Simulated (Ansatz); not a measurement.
Input and output of a self-consistent single point for RuRh (P1, 2 atoms in the cell) (Ansatz, a quantum-chemistry and plane-wave program).

Computed with PBEsol, PAW files made with PBE (plane waves; Ansatz).

The change in words: atoms moved at random. Reference geometry:
```
CELL_PARAMETERS angstrom
      2.77309     0.00000     0.00000
     -1.38655     2.40157     0.00000
      0.00000     0.00000     4.39938
ATOMIC_POSITIONS crystal
  Ru 0.00000 0.00000 0.50000
  Rh 0.66667 0.33333 0.00000
```

Reference input (self-consistent single point, DFT, PBEsol, plane waves, PAW files made with PBE): kpoints.mp_grid.grid = 9 9 5; hamiltonian.xc = pbesol; hamiltonian.pseudopotentials = {kind: paw} (an earlier, softer set of the program's PAW files); scf.occupations.method = fermi_dirac; scf.occupations.width = 0.136 eV. This run's input differs from it in these lines:

Ansatz 0.2 input:
```diff
@@ -7,4 +7,4 @@
   atoms:
-    - { symbol: Ru, position: [0.000000, 0.000000, 0.500000] }
-    - { symbol: Rh, position: [0.666667, 0.333333, 0.000000] }
+    - { symbol: Ru, position: [0.007324, 0.025645, 0.497345] }
+    - { symbol: Rh, position: [0.659343, 0.307688, 0.002655] }
 kpoints:
```

Output (repeated stretches shortened):

```
SCF iter   1: F=—  HF=-12156.592675 eV  |F-HF|=—  |Δ(HF+E_count)|=         —  Δρ=1.31e-1  dr2=5.61e0  ethr=3.10e-3  ⟨swp⟩=4.3  Hψ=16128  notcnv=0
all-band conjugate gradients solve this SCF's bands
preconditioner: auto → none
SCF iter   2: F=—  HF=-12155.568095 eV  |F-HF|=—  |Δ(HF+E_count)|=    1.02e0  Δρ=7.28e-2  dr2=1.89e0  ethr=3.10e-3  ⟨swp⟩=2.5  Hψ=8864  notcnv=0
   [... lines left out ...]
SCF iter   5: F=—  HF=-12155.127380 eV  |F-HF|=—  |Δ(HF+E_count)|=   2.85e-4  Δρ=5.28e-4  dr2=1.45e-4  ethr=3.06e-6  ⟨swp⟩=2.1  Hψ=6242  notcnv=0
SCF iter   6: F=—  HF=-12155.127359 eV  |F-HF|=—  |Δ(HF+E_count)|=   2.10e-5  Δρ=2.23e-4  dr2=1.89e-5  ethr=4.40e-7  ⟨swp⟩=2.0  Hψ=5975  notcnv=0
SCF iter   7: F=—  HF=-12155.127365 eV  |F-HF|=—  |Δ(HF+E_count)|=   5.55e-6  Δρ=6.37e-5  dr2=7.28e-7  ethr=5.71e-8  ⟨swp⟩=2.0  Hψ=5855  notcnv=0
SCF iter   8: F=-12155.127365 eV  HF=-12155.127365 eV  |F-HF|=1.82e-8  |Δ(HF+E_count)|=   2.18e-7  Δρ=1.08e-5  dr2=2.76e-8  ethr=3.03e-10  ⟨swp⟩=5.0  Hψ=18618  notcnv=0
SCF 1 converged in 8 iterations: F = -12155.127365 eV  dr2 = 2.76e-8
Free energy (F): -12155.127365 eV
Internal energy: -12154.961747 eV  (E = F + TS)
E sigma→0 (E₀):  -12155.044556 eV
Entropy (-TS):   -0.165618 eV (-82.809 meV/atom)
Fermi energy:    20.945456 eV
--- Forces (eV/Å), atoms counted from 1 ---
  atom   1  Ru     0.12043990    -0.55689881     0.16284788
  atom   2  Rh    -0.12044054     0.55690022    -0.16288212
--- Stress (GPa, compression-positive) ---
      -21.220644      -0.210388       0.100761
       -0.210388     -22.532665      -0.310733
        0.100761      -0.310734     -20.246595
  P = ⅓ Tr σ = -21.3333 GPa (-213.333 kbar)
  The stress holds the Pulay correction. Without it, at fixed plane waves, as pw.x and ABINIT print it: P = -21.4745 GPa
```

The run converged in 8 iterations. Against the reference run the free energy goes up by 19.1 meV/atom, the pressure goes from -21.94 to -21.33 GPa and the largest force goes from 0.000 to 0.593 eV/Å.

The starting cell comes from a database of computed structures (which also holds hypothetical and non-ambient phases and stackings), without a prior relaxation at this level. Its lattice was rescaled by a random factor within 2.5 % of one. For this run, on top of that: atoms moved at random. Spin polarisation is off. With a pressure of about -21 GPa the cell is away from its equilibrium volume at this level. Ansatz's pressure includes its estimate of the finite-basis (Pulay) stress.
